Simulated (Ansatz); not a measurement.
Defect migration in zinc-blende ZnSe: Zn vacancy, charge state -2. The step: one Zn atom jumps into the vacancy from a nearby Zn site; the atom moves 3.90 Å along (0.00, 0.48, -0.48) of the unit cell; the moving atom starts with neighbours Se at 2.42, 2 Se at 2.51, Se at 2.52 Å and ends with Se at 2.42, 2 Se at 2.51, Se at 2.52 Å. DFT values are from Ansatz (plane-wave PAW, 420 eV unless said) in a cell of 64 host sites, spin-restricted, static, with no finite-size correction. The charge state is imposed; whether it is stable for some Fermi level was not computed. Forms of the defect that were not tried may lie lower. For the PBE band: the program found a first-order saddle point.

```json
[
 {"Level": "CHGNet universal potential (has no charge state), its own band", "Forward barrier (eV)": "0.69", "Cost of the band or of the saddle's single point": "-"},
 {"Level": "PBE, one k-point at (0.250, 0.250, 0.250), band relaxed", "Forward barrier (eV)": "1.28", "Cost of the band or of the saddle's single point": "about 5 core-hours (a rough figure)"},
 {"Level": "PBE, a 2×2×2 k-point mesh shifted by half a step, same geometries", "Forward barrier (eV)": "1.28", "Cost of the band or of the saddle's single point": "around 13 core-minutes (rough)"},
 {"Level": "r2SCAN at 500 eV, one k-point at (0.250, 0.250, 0.250), same geometries", "Forward barrier (eV)": "(withheld)", "Cost of the band or of the saddle's single point": "very roughly 8 core-minutes"}
]
```

Fill in the missing entries.


- r2SCAN at 500 eV, one k-point at (0.250, 0.250, 0.250), same geometries, Forward barrier (eV): 1.35

Ansatz is a first-principles code.
